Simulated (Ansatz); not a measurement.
Take BeS in the zinc blende structure (space group F-43m, No. 216) as the base.

```yaml
crystal:
  lattice:
    - [0.00000, 2.41904, 2.41904]
    - [2.41904, 0.00000, 2.41904]
    - [2.41904, 2.41904, 0.00000]
  atoms:
    - { symbol: Be, position: [0.00000, 0.00000, 0.00000] }
    - { symbol: S, position: [0.25000, 0.25000, 0.25000] }
```

Cartesian axes are those of the cell as printed.

The values are results of Ansatz (a program for electronic structure), PBEsol, PAW, cutoff 420 eV, scalar-relativistic without spin-orbit coupling, not measurements.

Modification: uniaxial strain ε_zz = +2.50 %, all other strain components held at zero, atoms relaxed at fixed cell.

Predict the stress tensor and what it implies for the stiffness.

Stress of the strained cell less that of the base (GPa, compression positive):
```
  -1.49    0.00    0.00
   0.00   -1.49    0.00
   0.00    0.00   -3.90
```

Then −Δσ_ii/ε with ε = 0.0250 gives secant stiffness values (nonlinear terms included at this strain): C33 ≈ 156 GPa, C13 ≈ 60 GPa and C23 ≈ 60 GPa.

As a check, the harmonic strain energy −½ V₀ Δσ:ε is 4.3 meV/atom; the computed energy rise is 4.4 meV/atom.

Stability against distortions was not tested.
